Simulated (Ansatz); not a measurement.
## C on the 1x1 (111) surface of fcc Al, one in a 1x1 cell, started at the site 'hollow Al-Al-Al over Al at depth 2.3 Å'

Computed with PBE (plane waves to 420 eV, PAW; Ansatz, a first-principles code).

Slab: 5 atoms, 7.0 Å thick at the start under the adsorbate (thin: gaps and levels are the slab's own); k 12x12x1, smearing 0.1 eV, dipole-corrected; 2 atoms held, the rest relaxed; held to the start's symmetry, so lower structures may exist; spin-polarised, no spin-orbit, no U, no dispersion correction. The starting moment vanished. At the end it is bonded to 3 Al. In PBE it is, or lies within 0.03 eV of, the lowest of the starts that converged.

```yaml
adsorption_energy_against_an_atom_of_graphite: 77.6 kcal/mol
work_function_of_the_top_face: 6.73 eV
change_of_the_work_function: 2.69 eV
change_of_the_step_from_the_bottom_to_the_top_vacuum_level_against_the_clean_slab: 2.76 eV
energy_released_by_relaxation: 0.073 eV
height of the binding atom over the mean of the host atoms within 0.3 Å of the top one: 1.890 bohr
magnetic_moment_of_the_cell: 0.00 μB
nearest_host_atoms_of_the_binding_atom: Al at 1.93 Å, Al at 3.38 Å, Al at 5.91 Å
largest_move_of_a_host_atom: 0.04 Å
cost: roughly 80 core-seconds
```

A negative adsorption energy means that the adsorbate is more stable on the surface than in its reference.
